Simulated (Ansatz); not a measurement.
The starting structures come from a database of crystals and need not be the phases stable at ambient conditions.

The decay constant κ of evanescent states in the gap governs leakage through a thin film.

```
Cs2HgPdCl6
1.0
    7.62942     0.00000     0.00000
    3.81471     6.74316     0.00000
    0.00000     4.31608     6.29122
Cs Hg Pd Cl
2 1 1 6
Direct
  0.75000   0.50000   0.25000
  0.25000   0.50000   0.75000
  0.50000   0.00000   0.50000
  0.00000   0.00000   0.00000
  0.71258   0.57484   0.71258
  0.28742   0.42516   0.28742
  0.78277   0.00000   0.21723
  0.21723   0.00000   0.78277
  0.78277   0.00000   0.78277
  0.21723   0.00000   0.21723
```

The cell is taken as given; by r2SCAN it stands under a pressure of -1.3 GPa.

Transport runs along the normal of the first two printed cell vectors, the (101) plane of the conventional cell.

The gap is the functional's own. No spin-orbit coupling. Mid-gap values are those at the computed energy nearest the middle.

Predict the band gap and the smallest decay constant κ at mid-gap from r2SCAN run with Ansatz (a program for electronic structure).

Gap 1.48 eV on a 6×6×6 mesh; κ = 0.272 1/Å, at (-0.333, 0.333) of the in-plane reciprocal vectors. At the zone centre the slowest state has κ = 0.37 1/Å.
